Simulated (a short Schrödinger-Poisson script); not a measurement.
Stack: MOS inversion layer, Si3N4 on p-type Si(100), at 300 K.

From the gate side: 4.5 nm Si3N4; 480 nm Si, acceptors 8e17 cm⁻³.

Constants are typed, rounded textbook-type inputs, not results; the design itself was drawn at random and stands for no fabricated device. Si3N4: permittivity 7.5, conduction-band edge (eV) 1.95, gap (eV) 5.1, electron mass (mₑ) 0.5. Si: permittivity 11.7, conduction-band edge (eV) 0, gap (eV) 1.124, Nv at 300 K (cm⁻³) 3.1e19.

Channel valleys (confinement mass, in-plane density-of-states mass, number): Δ2 0.916, 0.19, 2; Δ4 0.19, 0.417, 4. At the gate the conduction-band edge of layer 1 lies 1.97 eV − eVg above the Fermi level of the channel; the field vanishes at the back. Gaps are held at their typed values at every temperature. Mesh 0.03 nm at interfaces.

From a short Schrödinger-Poisson script (our own, NumPy): 1D Poisson equation in equilibrium, electrons quantum, Hartree (BenDaniel-Duke, 12 states a valley, the channel's in-plane mass for all, wave functions free to enter the dielectric), parabolic valleys, classical holes, full ionisation, no traps, pinning or gate leakage.

```
Vg (V)  electrons (cm⁻²)  C (μF/cm²)  Δ2 E0 (meV from the Fermi level)  Δ4 E0 (meV from the Fermi level)
------  ----------------  ----------  --------------------------------  --------------------------------
0.3              1.29e10       0.276                             161.4                             214.5
0.4              1.65e11       0.634                              94.7                             149.4
0.5              6.27e11       0.968                              58.9                             115.4
0.6              1.25e12        1.10                              39.4                              97.7
0.7              1.95e12        1.16                              26.3                              86.4
0.8              2.68e12        1.20                              16.3                              78.2
0.9              3.43e12        1.22                               8.1                              71.8
1                4.19e12        1.24                               1.1                              66.4
1.1              4.96e12        1.25                              -5.1                              61.8
1.2              5.74e12        1.26                             -10.7                              57.7
1.3              6.53e12        1.27                             -15.8                              54.0
1.4              7.33e12        1.28                             -20.6                              50.7
1.5              8.13e12        1.28                             -25.2                              47.6
1.6              8.93e12        1.29                             -29.4                              44.7
1.7              9.74e12        1.29                             -33.5                              42.0
1.8              1.05e13        1.30                             -37.4                              39.4
```

Gate voltages with under 1e9 electrons/cm² are left out.

At Vg = 1.8 V the lowest Δ2 subband lies at -37.4 meV from the Fermi level. How many electrons does it hold, and what share of all?

The two-dimensional density of states is g m/(πħ²) = 1.59e11 cm⁻² meV⁻¹ (both spins), kT = 25.9 meV, so n = D kT ln(1 + exp(−E/kT)) = 6.80e12 cm⁻², 0.65 of the 1.05e13 cm⁻² in all.

Compare the slope of the sheet density between 1.6 and 1.8 V with the geometric capacitance of the layers between gate and channel.

q Δn/ΔV = 1.26 μF/cm²; ε0/Σ(t/ε) = 1.48 μF/cm². The ratio is 0.85: the channel acts as a further capacitance in series.
